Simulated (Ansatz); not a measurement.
The starting structures come from a database of crystals and need not be the phases stable at ambient conditions.

Given:

```
CELL_PARAMETERS angstrom
      4.64620     0.00000     0.00000
      0.00000     7.34775     0.00000
      0.00000    -3.67388     6.36334
ATOMIC_POSITIONS crystal
  Si 0.50000 0.00000 0.00000
  Hg 0.00000 0.00000 0.50000
  Hg 0.00000 0.50000 0.00000
  Hg 0.00000 0.50000 0.50000
  S  0.77253 0.66667 0.33333
  S  0.22747 0.33333 0.66667
  F  0.71034 0.88929 0.11071
  F  0.28966 0.11071 0.88929
  F  0.71034 0.22143 0.11071
  F  0.28966 0.77857 0.88929
  F  0.71034 0.88929 0.77857
  F  0.28966 0.11071 0.22143
```

Space group of this cell: P-3m1. The cell was relaxed by PBE-D3(BJ); by r2SCAN its mean pressure is -1.7 GPa.

Transport runs along the normal of the first two printed cell vectors, the (100) plane of the conventional cell.

The gap is the functional's own, uncorrected, and κ follows it; spin-orbit coupling is left out. Mid-gap values are interpolated between the computed energies.

Question: State the band gap and the smallest decay constant κ at mid-gap according to Ansatz (an electronic-structure program) with r2SCAN.

Answer: Gap 3.42 eV on a 8×6×6 mesh; κ = 0.385 1/Å, at the zone centre.
